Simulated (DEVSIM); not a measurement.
Structure: Schottky contact on p-type Si, at 400 K.

Layer 1 from the left is Si, thickness (μm) 12.0, Na (cm⁻³) 2.3e16, τn (s) 3.5e-7, τp (s) 3.5e-7. Layer 2 from the left is Si, thickness (μm) 1.10, Na (cm⁻³) 2.1e18, τn (s) 3.5e-7, τp (s) 3.5e-7.

Left contact: Schottky, work function 4.324 eV, emission velocity 1e7 cm/s. Right contact: ohmic. Voltage is applied to the left contact. Recombination: SRH at mid-gap, radiative, Auger. Mobility is constant in doping.

Constants are typed, rounded textbook-type inputs, not results; the design itself was drawn at random and stands for no fabricated device. Values at 300 K; Nc and Nv go as T^1.5, mobilities as T to minus their exponent, the gap by Varshni's rule with the affinity fixed.

Si: gap (eV) 1.124, affinity (eV) 4.05, permittivity 11.7, Nc (cm⁻³) 2.86e19, Nv (cm⁻³) 3.1e19, μn (cm²/Vs) 1417, μp (cm²/Vs) 470, T exponent of μn 2.3, T exponent of μp 2.2, B (cm³/s) 4.7e-15, Cn (cm⁶/s) 2.8e-31, Cp (cm⁶/s) 9.9e-32, Varshni α (eV/K) 0.000473, Varshni β (K) 636.

Simulated with DEVSIM: 1D drift-diffusion, Boltzmann statistics, complete ionisation; no tunnelling, impact ionisation, image-force lowering or self-heating. Metal contacts follow the ideal Schottky-Mott rule: no Fermi-level pinning, no interface dipoles.

**Question.** What does the simulation give for the potential step across the device at zero bias, the dark forward voltage at 1 A/cm², the dark forward voltage at 100 A/cm²?

**Answer.** potential step across the device at zero bias 0.715 V; dark forward voltage at 1 A/cm² 0.221 V; dark forward voltage at 100 A/cm² 0.513 V.
